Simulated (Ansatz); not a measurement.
MoTe2, response to strain

Consider MoTe₂ (space group P6_3/mmc, No. 194; layered, stacked along the Cartesian z axis).

```xyz
6
Lattice="3.4966 0.0000 0.0000 -1.7483 3.0282 0.0000 0.0000 0.0000 13.6959" Properties=species:S:1:pos:R:3 pbc="T T T"
Te     1.7483     1.0094     5.2411
Te     0.0000     2.0188    12.0891
Te     0.0000     2.0188     8.4548
Te     1.7483     1.0094     1.6068
Mo     1.7483     1.0094    10.2720
Mo     0.0000     2.0188     3.4240
```

Cartesian axes are those of the cell as printed.

Strains are applied to the cell and any free atomic positions relax.

Level of theory: PBE-D3(BJ) (Ansatz, a program for electronic structure; PAW; 420 eV plane waves; no spin-orbit coupling).

Notes on the quantities. pressure: mean of the normal stresses, compression positive.

| change | smallest direct gap | band gap | pressure | gap character |
|---|---|---|---|---|
| base | 1.03 eV | 0.60 eV | 0.00 GPa | indirect, Γ → K–Γ (44 % along) |
| uniaxial strain ε_zz = +0.60 % | 1.06 eV | 0.64 eV | -0.20 GPa | indirect, Γ → K–Γ (44 % along) |
| uniaxial strain ε_zz = +1.20 % | 1.08 eV | 0.67 eV | -0.35 GPa | indirect, Γ → K–Γ (44 % along) |
| uniaxial strain ε_zz = +1.80 % | 1.09 eV | 0.71 eV | -0.49 GPa | indirect, Γ → K–Γ (44 % along) |
| uniaxial strain ε_zz = +2.40 % | 1.10 eV | 0.72 eV | -0.62 GPa | indirect, K → K–Γ (44 % along) |
| uniaxial strain ε_zz = +3.00 % | 1.10 eV | 0.73 eV | -0.72 GPa | indirect, K → K–Γ (44 % along) |

With Te present, leaving out spin-orbit coupling can change the band edges. No phonon test of stability was made. The program warned that a D3 coordination switch lies within reach, so dispersion energies are less smooth here.
